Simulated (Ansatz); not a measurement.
The starting structures come from a database of crystals and need not be the phases stable at ambient conditions.

The decay constant κ of evanescent states in the gap governs leakage through a thin film.

Input:

```
TlYP2Se6
1.0
    6.75484     0.00000     0.03742
    0.00000     7.44106     0.00000
    0.25680     0.00000    10.37472
Y Tl P Se
2 2 4 12
Direct
  0.28555   0.49831   0.50065
  0.71445   0.99831   0.49935
  0.81054   0.78817   0.99361
  0.18946   0.28817   0.00639
  0.18567   0.99495   0.67407
  0.81433   0.49495   0.32593
  0.30542   0.76846   0.79154
  0.69458   0.26846   0.20846
  0.42885   0.19678   0.67076
  0.57115   0.69678   0.32924
  0.57174   0.68540   0.67030
  0.42826   0.18540   0.32970
  0.13163   0.86771   0.48259
  0.86837   0.36771   0.51741
  0.08774   0.55710   0.75954
  0.91226   0.05710   0.24046
  0.09881   0.59258   0.24723
  0.90119   0.09258   0.75277
  0.33515   0.85632   0.98763
  0.66485   0.35632   0.01237
```

Space group of this cell: P2_1. The cell was relaxed by PBE-D3(BJ).

Transport runs along the normal of the first two printed cell vectors.

The gap is the functional's own. No spin-orbit coupling. Mid-gap values are interpolated on the energy grid.

Q: Give the band gap and the smallest decay constant κ at mid-gap that r2SCAN (Ansatz, a first-principles code) yields.

A: Gap 1.73 eV on a 6×4×4 mesh; κ = 0.215 1/Å, at the zone centre.
